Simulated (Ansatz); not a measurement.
(GaSb)16/(InAs)4 zinc blende (001) superlattice on GaSb, space group Pmm2.

The geometry comes from a PBE relaxation.

```yaml
crystal:
  lattice:
    - [4.39963, 0.00000, 0.00000]
    - [0.00000, 4.39963, 0.00000]
    - [0.00000, 0.00000, 61.92072]
  atoms:
    - { symbol: Ga, position: [0.00000, 0.00000, 0.99941] }
    - { symbol: Sb, position: [0.50000, 0.00000, 0.02443] }
    - { symbol: Ga, position: [0.50000, 0.50000, 0.04936] }
    - { symbol: Sb, position: [0.00000, 0.50000, 0.07442] }
    - { symbol: Ga, position: [0.00000, 0.00000, 0.09945] }
    - { symbol: Sb, position: [0.50000, 0.00000, 0.12452] }
    - { symbol: Ga, position: [0.50000, 0.50000, 0.14957] }
    - { symbol: Sb, position: [0.00000, 0.50000, 0.17464] }
    - { symbol: Ga, position: [0.00000, 0.00000, 0.19970] }
    - { symbol: Sb, position: [0.50000, 0.00000, 0.22477] }
    - { symbol: Ga, position: [0.50000, 0.50000, 0.24983] }
    - { symbol: Sb, position: [0.00000, 0.50000, 0.27489] }
    - { symbol: Ga, position: [0.00000, 0.00000, 0.29994] }
    - { symbol: Sb, position: [0.50000, 0.00000, 0.32499] }
    - { symbol: Ga, position: [0.50000, 0.50000, 0.35004] }
    - { symbol: Sb, position: [0.00000, 0.50000, 0.37508] }
    - { symbol: Ga, position: [0.00000, 0.00000, 0.40012] }
    - { symbol: Sb, position: [0.50000, 0.00000, 0.42516] }
    - { symbol: Ga, position: [0.50000, 0.50000, 0.45019] }
    - { symbol: Sb, position: [0.00000, 0.50000, 0.47521] }
    - { symbol: Ga, position: [0.00000, 0.00000, 0.50024] }
    - { symbol: Sb, position: [0.50000, 0.00000, 0.52525] }
    - { symbol: Ga, position: [0.50000, 0.50000, 0.55027] }
    - { symbol: Sb, position: [0.00000, 0.50000, 0.57527] }
    - { symbol: Ga, position: [0.00000, 0.00000, 0.60029] }
    - { symbol: Sb, position: [0.50000, 0.00000, 0.62529] }
    - { symbol: Ga, position: [0.50000, 0.50000, 0.65031] }
    - { symbol: Sb, position: [0.00000, 0.50000, 0.67529] }
    - { symbol: Ga, position: [0.00000, 0.00000, 0.70033] }
    - { symbol: Sb, position: [0.50000, 0.00000, 0.72531] }
    - { symbol: Ga, position: [0.50000, 0.50000, 0.75042] }
    - { symbol: Sb, position: [0.00000, 0.50000, 0.77519] }
    - { symbol: In, position: [0.00000, 0.00000, 0.80390] }
    - { symbol: As, position: [0.50000, 0.00000, 0.82867] }
    - { symbol: In, position: [0.50000, 0.50000, 0.85359] }
    - { symbol: As, position: [0.00000, 0.50000, 0.87834] }
    - { symbol: In, position: [0.00000, 0.00000, 0.90318] }
    - { symbol: As, position: [0.50000, 0.00000, 0.92797] }
    - { symbol: In, position: [0.50000, 0.50000, 0.95277] }
    - { symbol: As, position: [0.00000, 0.50000, 0.97784] }
```

Calculation: HSE06 (plane waves to 420 eV, PAW; Ansatz, a first-principles code). Spin–orbit coupling is left out; with elements this heavy it can move edges by tenths of an eV. Its k-point mesh 4×4×1, Fermi–Dirac width 0.01 eV. HSE06 ran on meshes of its own (4×4×1); its edges and gaps are taken over the mesh and over extra points off it, mostly where PBE has its edges.

Q: List the levels next to the gap at (0.000, 0.000, 0.500) of this cell's own (folded) zone, from the top of the valence band (the table ends after a fixed count of bands, which can cut a degenerate set).

A: 
| band | E − E_v (eV) |
|---|---|
| v4 | -0.166 |
| v3 | -0.148 |
| v2 | -0.106 |
| v1 | -0.001 |
| c1 | 0.451 |
| c2 | 0.589 |
| c3 | 1.268 |
| c4 | 1.365 |
